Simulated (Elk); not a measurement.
Elk run on KRuO3 (Pm-3m, 5 atoms in the cell): self-consistent single point.

Method of the run: PBEsol, all-electron FP-LAPW, Elk's shipped species files, default APW+lo basis in Elk 10.2.4.

The change in words: lattice scaled by 0.98. Reference geometry:
```yaml
crystal:
  lattice:
    - [3.93928, 0.00000, 0.00000]
    - [0.00000, 3.93928, 0.00000]
    - [0.00000, 0.00000, 3.93928]
  atoms:
    - { symbol: K, position: [0.50000, 0.50000, 0.50000] }
    - { symbol: Ru, position: [0.00000, 0.00000, 0.00000] }
    - { symbol: O, position: [0.00000, 0.00000, 0.50000] }
    - { symbol: O, position: [0.50000, 0.00000, 0.00000] }
    - { symbol: O, position: [0.00000, 0.50000, 0.00000] }
```

Reference input (self-consistent single point, DFT, PBEsol, all-electron FP-LAPW, Elk's shipped species files, default APW+lo basis): xctype = 22; swidth = 0.00183747 Ha; ngridk = 8 8 8; maxscl = 100. This run's input differs from it in these lines:

```diff
@@ -13,3 +13,3 @@
 scale
-  7.444160328
+  7.295276366
```

The program printed (abridged):

```
│ Self-consistent loop started │
│ Loop number : 1 │
 total energy                :     -5334.22620183
│ Loop number : 2 │
 total energy                :     -5335.10139135
RMS change in Kohn-Sham potential (target) :    1.588271997     (  0.1000000000E-05)
Absolute change in total energy (target)   :   0.8751895206     (  0.1000000000E-03)
│ Loop number : 3 │
 total energy                :     -5334.93083640
RMS change in Kohn-Sham potential (target) :    1.564065345     (  0.1000000000E-05)
Absolute change in total energy (target)   :   0.4824242987E-01 (  0.1000000000E-03)
│ Loop number : 4 │
   [... lines left out ...]
Absolute change in total energy (target)   :   0.1406342330E-02 (  0.1000000000E-03)
│ Loop number : 16 │
 total energy                :     -5356.02866403
RMS change in Kohn-Sham potential (target) :   0.4864382486E-06 (  0.1000000000E-05)
Absolute change in total energy (target)   :   0.3055828629E-03 (  0.1000000000E-03)
│ Loop number : 17 │
 total energy                :     -5356.02866979
RMS change in Kohn-Sham potential (target) :   0.1256845399E-06 (  0.1000000000E-05)
Absolute change in total energy (target)   :   0.7062696386E-04 (  0.1000000000E-03)
Convergence targets achieved

│ Loop number : 18 │

Energies :
 Fermi                       :     0.263072594270
 total energy                :     -5356.02867276

Density of states at Fermi energy :    166.6005976
 (states/Hartree/unit cell)

Estimated indirect band gap :   0.2647793812E-03
 from k-point      8 to k-point     21
Estimated direct band gap   :   0.1963313824E-02
 at k-point     18

Charges :
 core                        :    44.00000000
 valence                     :    43.00000000
 interstitial                :    7.913282000
 muffin-tins (core leakage)
  species :    1 (K)
   atom    1                 :    17.67585600     (  0.1164461167E-06)
  species :    2 (Ru)
   atom    1                 :    41.26274641     (  0.2305874485E-05)
  species :    3 (O)
   atom    1                 :    6.716038530     (  0.5228491313E-06)
   atom    2                 :    6.716038530     (  0.5228491313E-06)
   atom    3                 :    6.716038530     (  0.5228491313E-06)
 total in muffin-tins        :    79.08671800
 total calculated charge     :    87.01269600
 total charge                :    87.00000000
 error                       :   0.1269599882E-01

│ Self-consistent loop stopped │
```

The run converged in 18 iterations. The count includes the last loop, which Elk runs after its targets are met. 

The starting cell comes from a database of computed structures (which also holds hypothetical and non-ambient phases and stackings), without a prior relaxation at this level. For this run, on top of that: lattice scaled by 0.98. Spin polarisation is off. Values depend on the basis (sphere radii, cutoffs, local orbitals), which need not be converged. The log's line on a gap gives a spacing of levels on this mesh, which the program prints for metals too.
